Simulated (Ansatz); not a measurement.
## Bulk modulus B0 of MoSe (model structure, started from the CsCl type, Pm-3m, No. 221, 2 atoms in the cell) at several levels of theory

No measured value is used here.

```json
[
 {"level (code)": "LDA (Ansatz)", "value (GPa)": "215", "cell (Å³/atom)": "14.75"},
 {"level (code)": "PBE (Ansatz)", "value (GPa)": "181", "cell (Å³/atom)": "15.57"},
 {"level (code)": "PBEsol (Ansatz)", "value (GPa)": "205", "cell (Å³/atom)": "15.00"},
 {"level (code)": "r²SCAN (Ansatz)", "value (GPa)": "192", "cell (Å³/atom)": "15.40"}
]
```

The crystal itself was run without spin with LDA, PBE, PBEsol, r²SCAN; a magnetic state was not tried in these runs. LDA, PBE, PBEsol, r²SCAN: the run has no spin polarisation, so it can have missed a magnetic state. LDA, PBE, PBEsol, r²SCAN: the bulk modulus is −V dP/dV from two relaxed cells at ±2 % in volume. Each level is taken at its own relaxed cell. Cutoffs differ between the levels. Ansatz's density-functional and Hartree–Fock values are scalar-relativistic unless marked +SOC, with PAW data made under PBE.

A model structure was made by putting elements into a prototype or built by hand; it is no filed structure, need not be a known phase, and can be a saddle point held by its symmetry.

Ansatz is an electronic-structure program.
